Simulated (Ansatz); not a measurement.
# Pressure series in CaF2

Take CaF2 in the fluorite structure (space group Fm-3m, No. 225; a = 5.5110 Å) as the base.

Cell and atoms are relaxed at each pressure.

All numbers come from Kohn–Sham DFT with the PBE functional, run in Ansatz (an electronic-structure program) with PAW and 420 eV plane waves, without spin-orbit coupling.

```csv
change,shortest interatomic distance,smallest direct gap,band gap
base,238.6 pm,7.39 eV,7.14 eV
pressure −2 GPa,240.8 pm,7.23 eV,6.98 eV
pressure −1 GPa,239.7 pm,7.31 eV,7.07 eV
pressure 1.8 GPa,236.9 pm,7.53 eV,7.27 eV
pressure 4.2 GPa,234.8 pm,7.69 eV,7.43 eV
pressure 9 GPa,231.3 pm,7.98 eV,7.71 eV
pressure 18 GPa,226.1 pm,8.42 eV,8.15 eV
pressure 30 GPa,221.0 pm,8.68 eV,8.61 eV
pressure 45 GPa,216.1 pm,–,8.84 eV
pressure 60 GPa,212.2 pm,–,8.98 eV
```

Load acts through the strain it causes; cell and atoms are relaxed under it. No phonon test of stability was made. Competing high-pressure phases were not computed.
